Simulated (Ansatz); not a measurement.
# AlBiO₃ (space group R3c, No. 161; a cell from a computed database, its experimental status unchecked)

AlBiO3 has the trigonal space group R3c, hexagonal axes (No. 161), Pearson symbol hR10. Conventional cell: a = b = 5.3629 Å, c = 13.2618 Å, α = β = 90.00°, γ = 120.00°. Al on 6a has 6 O at 1.881–1.965 Å (octahedral). Bi on 6a sees 3 O at 2.334 Å and 3 O at 2.476 Å. O on 18b is coordinated by 2 Al at 1.881–1.965 Å and 1 Bi at 2.334 Å and 1 Bi at 2.476 Å. (Neighbours: up to the widest gap in distance over summed covalent radii, below 1.35, at either atom; cation-cation and far metal-metal contacts left out.)
(The calculation used a cell of 10 atoms; values per cell refer to that cell.)

Calculations: DFT with PBEsol, PAW potentials and a 420 eV plane-wave cutoff in Ansatz (a first-principles code), no SOC. Γ-centred 8×8×8 mesh, Fermi–Dirac width 0.05 eV.

- Volume per atom = 11.01 Å³
- Density = 8.56 g/cm³
- Band gap = 2.84 eV, indirect, k = (1/4, -1/2, -1/2) in the run's primitive reciprocal basis → F
- Lowest conduction-band minima above the VBM = F (1/2, 0, 1/2) 2.84 eV; T (1/2, 1/2, 1/2) 3.48 eV; L (0, 0, 1/2) 3.63 eV
- Total energy = -2890.443 eV/atom (σ→0; compares only within this code and set-up)

Spin-orbit coupling, missing from the scalar runs, can matter with Bi. Stability against distortions was not tested.
